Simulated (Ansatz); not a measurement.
The structure below was relaxed with PBE/PAW in Ansatz (a first-principles code), no spin-orbit coupling, earlier PAW set, at pressure 7.5 GPa.

Space group Fm-3m (No. 225); a = b = c = 4.685 Å, α = β = γ = 90.00°

```json
[
 {"atom": "O", "site": "4a", "symmetry": "m-3m", "x": "0.0000", "y": "0.0000", "z": "0.0000"},
 {"atom": "Cd", "site": "4b", "symmetry": "m-3m", "x": "0.5000", "y": "0.5000", "z": "0.5000"}
]
```

Task: Write out a cell with all atoms.

Result: 
```xyz
8
Lattice="4.6855 0.0000 0.0000 0.0000 4.6855 0.0000 0.0000 0.0000 4.6855" Properties=species:S:1:pos:R:3 pbc="T T T"
O      0.0000     0.0000     0.0000
Cd     2.3427     0.0000     0.0000
O      0.0000     2.3427     2.3427
Cd     2.3427     2.3427     2.3427
O      2.3427     0.0000     2.3427
Cd     0.0000     0.0000     2.3427
O      2.3427     2.3427     0.0000
Cd     0.0000     2.3427     0.0000
```
This is the conventional cell.

The mesh was chosen for an insulator and is coarse for the gapless case. Load acts through the strain it causes; cell and atoms are relaxed under it. No phonon test of stability was made. Competing high-pressure phases were not computed. The final runs are not spin-polarised. The cell was made from CdO in the rock salt structure (space group Fm-3m, No. 225) by this change: pressure 7.5 GPa.
